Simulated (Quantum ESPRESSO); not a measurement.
**Quick settings and what they miss: Sb (R-3m, 2 atoms in the cell)**

Self-consistent single point.

```
Sb
1.0
    2.17489     1.25567     3.82605
   -2.17489     1.25567     3.82605
    0.00000    -2.51134     3.82605
Sb
2
Direct
  0.26826   0.26826   0.26826
  0.73174   0.73174   0.73174
```

Level of theory: PBE, GBRV 1.5 ultrasoft (PBE) pseudopotentials (plane waves; Quantum ESPRESSO 7.5).

Base settings: ecutwfc = 40 Ry; ecutrho = 200 Ry; occupations = smearing; smearing = gaussian; degauss = 0.0147 Ry; potentials = {Sb: sb_pbe_v1.4.uspp.F.UPF}; K_POINTS = automatic 9 9 9 0 0 0; conv_thr = 1e-10 Ry; mixing_beta = 0.4.

Tight run (finer mesh or higher cutoff; not a proven limit): ecutwfc: 40 Ry → 56 Ry; ecutrho: 200 Ry → 280 Ry; conv_thr: 1e-10 Ry → 7.3e-11 Ry; K_POINTS: automatic 9 9 9 0 0 0 → automatic 13 13 13 0 0 0. It gave Fermi level (on the code's own zero) 9.68 eV; pressure 1.24 GPa; largest force (vector length) 0.212 eV/Å.

Quick runs, as changes from the base:
- A: the base itself
- B: ecutwfc: 40 Ry → 32 Ry; ecutrho: 200 Ry → 160 Ry; smearing: gaussian → methfessel-paxton; degauss: 0.0147 Ry → 0.019992 Ry; conv_thr: 1e-10 Ry → 7.3e-05 Ry; pseudopotentials: {Sb: sb_pbe_v1.4.uspp.F.UPF} → {Sb: sb_lda_v1.4.uspp.F.UPF}; K_POINTS: automatic 9 9 9 0 0 0 → automatic 6 6 6 0 0 0 [LDA (PZ)]
- C: ecutwfc: 40 Ry → 32 Ry; ecutrho: 200 Ry → 160 Ry; K_POINTS: automatic 9 9 9 0 0 0 → automatic 2 2 2 0 0 0
- D: ecutwfc: 40 Ry → 24 Ry; ecutrho: 200 Ry → 120 Ry; smearing: gaussian → methfessel-paxton; conv_thr: 1e-10 Ry → 7.3e-06 Ry; K_POINTS: automatic 9 9 9 0 0 0 → automatic 6 6 6 0 0 0
- E: ecutwfc: 40 Ry → 28 Ry; ecutrho: 200 Ry → 140 Ry; K_POINTS: automatic 9 9 9 0 0 0 → automatic 8 8 8 0 0 0
- F: ecutwfc: 40 Ry → 20 Ry; ecutrho: 200 Ry → 100 Ry; conv_thr: 1e-10 Ry → 7.3e-05 Ry; K_POINTS: automatic 9 9 9 0 0 0 → automatic 2 2 2 0 0 0

Energies are extrapolated to zero smearing width, which holds to low order in the width alone (under cold and Methfessel-Paxton smearing the free energy itself is taken).

Dashes: energy of B, another energy zero; time of B, C, D, F, under 30 s.

† marks runs with another functional, U, potentials or spin treatment: their distance from the tight run is not a convergence error alone.

The count of work is k-points × plane waves × bands × iterations; it is no time. Core times come from one kind of shared machine and are given to one figure; runs under 30 s give none.

The starting cell comes from a database of computed structures (which also holds hypothetical and non-ambient phases and stackings), without a prior relaxation at this level. Its lattice was rescaled by a random factor within 2.5 % of one.

| run | energy less tight (meV/atom) | pressure less tight (GPa) | largest miss in a force vector (eV/Å) | count of work / tight | core time / tight (rough) |
|---|---|---|---|---|---|
| A | 8.9 | -0.03 | 0.019 | 0.22 | 0.2 |
| B† | – | -14.19 | 0.308 | 0.030 | – |
| C | 1033.3 | -1.99 | 2.274 | 0.0083 | – |
| D | 4876.2 | -144.28 | 0.147 | 0.024 | – |
| E | 1039.0 | -42.11 | 0.035 | 0.10 | 0.1 |
| F | 20253.2 | -428.34 | 2.241 | 0.0019 | – |

Among the runs at the tight run's level, the energy misses run from 8.9 to 20253.2 meV/atom.
